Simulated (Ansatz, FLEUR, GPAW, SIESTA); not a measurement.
**TiSi2 (Cmcm, 6 atoms in the cell) computed with different codes at matched settings**

Self-consistent single point.

```yaml
crystal:
  lattice:
    - [1.79776, -6.88433, 0.00000]
    - [1.79776, 6.88433, 0.00000]
    - [0.00000, 0.00000, 3.63113]
  atoms:
    - { symbol: Ti, position: [0.89688, 0.10312, 0.75000] }
    - { symbol: Ti, position: [0.10312, 0.89688, 0.25000] }
    - { symbol: Si, position: [0.55825, 0.44175, 0.75000] }
    - { symbol: Si, position: [0.44175, 0.55825, 0.25000] }
    - { symbol: Si, position: [0.24969, 0.75031, 0.75000] }
    - { symbol: Si, position: [0.75031, 0.24969, 0.25000] }
```

Shared settings, as Ansatz (a first-principles code) writes them: kpoints.mp_grid.grid = 5 5 4; scf.occupations.method = fermi_dirac; scf.occupations.width = 0.0073 Ry. Potentials and cutoffs stand in the table.

```tsv
code	model	pressure (GPa)	largest force (eV/Å)	cutoff
SIESTA	GGA PBE, numerical atomic orbitals TZP, PseudoDojo PBE standard norm-conserving potentials (rewritten from UPF to PSML)	-5.36	0.200	grid 350 Ry
Ansatz	PBE, default PAW files	-5.25	0.153	default
GPAW	PBE, GPAW PAW datasets PBE (gpaw-data 1.0.1)	-4.77	0.147	800 eV
FLEUR	PBE, all-electron FLAPW (FLEUR), scalar-relativistic valence	–	0.155	Kmax 4 1/bohr
```

Size of the force on each atom (eV/Å): Sizes of forces hide their directions.

| code | Ti1 | Ti2 | Si3 | Si4 | Si5 | Si6 |
|---|---|---|---|---|---|---|
| SIESTA | 0.200 | 0.200 | 0.152 | 0.152 | 0.031 | 0.031 |
| Ansatz | 0.153 | 0.153 | 0.033 | 0.033 | 0.026 | 0.026 |
| GPAW | 0.147 | 0.147 | 0.046 | 0.046 | 0.025 | 0.025 |
| FLEUR | 0.155 | 0.155 | 0.043 | 0.043 | 0.025 | 0.025 |

A dash marks a value that a program does not give, or that is left out as unsure.

On Ansatz's run: spin polarisation is off.

The spread over the programs that give each value: pressure within 0.59 GPa; largest force within 0.053 eV/Å.

SIESTA uses small atom-centred bases, whose incompleteness enters pressures, forces and empty levels differently from a plane-wave cutoff. FLEUR treats all electrons, but the usual bases taken here (sphere radii, linearisation, local orbitals, empty states) were not tested for convergence, so the values are no reference for the others. Ansatz's pressure is given at a fixed set of plane waves, as the other plane-wave codes print theirs. In the force vectors, SIESTA (by 0.112) lies more than 0.08 eV/Å from the median of the plane-wave programs.

On the base mesh (7 7 7) the same programs gave: Ansatz pressure -5.26 GPa; GPAW pressure -4.78 GPa; SIESTA pressure -5.38 GPa.

The starting cell comes from a database of computed structures (which also holds hypothetical and non-ambient phases and stackings), without a prior relaxation at this level. Its lattice was rescaled by a random factor within 2.5 % of one.

Left out of this page: CP2K (on another mesh).

Keys are those of Ansatz 0.2.
